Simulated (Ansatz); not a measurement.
Carrier properties of SrZn₂N₂ (I4/mcm)

Input:

```
CELL_PARAMETERS angstrom
     -3.26162     3.26162     3.59828
      3.26162    -3.26162     3.59828
      3.26162     3.26162    -3.59828
ATOMIC_POSITIONS crystal
  Sr 0.25000 0.25000 0.00000
  Sr 0.75000 0.75000 0.00000
  Zn 0.86747 0.36747 0.23493
  Zn 0.13253 0.63253 0.76507
  Zn 0.36747 0.13253 0.50000
  Zn 0.63253 0.86747 0.50000
  N  0.33421 0.83421 0.16842
  N  0.66579 0.16579 0.83158
  N  0.83421 0.66579 0.50000
  N  0.16579 0.33421 0.50000
```

The numbers are results of PBEsol, rigid bands (plane waves, PAW, scalar-relativistic; Ansatz, an electronic-structure program), not measurements. Cell: cell and atoms relaxed with PBEsol.

```yaml
band_gap: 0.48 eV
electron conductivity mass (300 K, dilute): 0.091 (x), 0.091 (y), 0.29 (z) mₑ
hole conductivity mass (300 K, dilute): 0.50 (x), 0.50 (y), 7.3 (z) mₑ
effective density of states N_c (300 K): 1.1e18 cm⁻³
effective density of states N_v (300 K): 6.5e19 cm⁻³
density_of_states_mass_electrons: 0.124 mₑ
density_of_states_mass_holes: 1.88 mₑ
Seebeck coefficient, n-type 1e19 cm⁻³, 300 K: -83 μV/K
best n-type power factor at 300 K for τ = 10 fs (best axis; densities from 1e16 to 1e21 cm⁻³ tried, whether or not they can be reached): 1.81 μW/(cm·K²) at 3e18 cm⁻³
Seebeck coefficient, p-type 1e19 cm⁻³, 300 K: 376 μV/K
```

Rigid bands; masses and Seebeck coefficients take one relaxation time τ for all states and one kind of carrier; polarons and phonon drag are left out. Spin-orbit coupling is left out; where it splits the top of the valence band, N_v and the p-type Seebeck coefficient come out somewhat high without it.

Computed structure with no diffraction record at hand here (it may be known, metastable or hypothetical): SrZn2N2 (I4/mcm).
